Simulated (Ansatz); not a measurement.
A computed series for GaAs: alloy series

Start from GaAs in the zinc blende structure (space group F-43m, No. 216).

```yaml
crystal:
  lattice:
    - [0.00000, 2.82951, 2.82951]
    - [2.82951, 0.00000, 2.82951]
    - [2.82951, 2.82951, 0.00000]
  atoms:
    - { symbol: As, position: [0.75000, 0.75000, 0.75000] }
    - { symbol: Ga, position: [0.00000, 0.00000, 0.00000] }
```

The other end (x = 1) is GaP in the zinc blende structure (space group F-43m, No. 216): 20.11 Å³/atom, gap 1.45 eV.

P replaces a fraction x of As; each row is one arrangement (x, atoms in the cell, starting space group or random), fully relaxed.

Calculations: Kohn–Sham DFT with the PBEsol functional, run in Ansatz (an electronic-structure program) with PAW and 420 eV plane waves, no spin-orbit coupling.

```csv
P fraction x,volume per atom (Å³/atom)
0,22.654
"0.25 (P-4m2, 8 atoms)",?
"0.75 (Amm2, 8 atoms)",20.714
"0.75 (Cm, 8 atoms)",20.708
1,20.107
```

**Question.** Fit V(x) = (1 − x) V(0) + x V(1) − b x(1 − x) with the ends held (b = 0 is Vegard's rule) to the rows shown and predict the withheld row.

**Answer.** Least squares on the printed values gives b = 0.17 Å³/atom, against 22.017 Å³/atom from the straight line alone (largest residual 0.003 Å³/atom); this predicts 21.985 Å³/atom, and the run gives 21.984 Å³/atom, in agreement.

These are small ordered cells, not random alloys; other orderings at the same x differ. Whether these cells are dynamically stable was not tested.
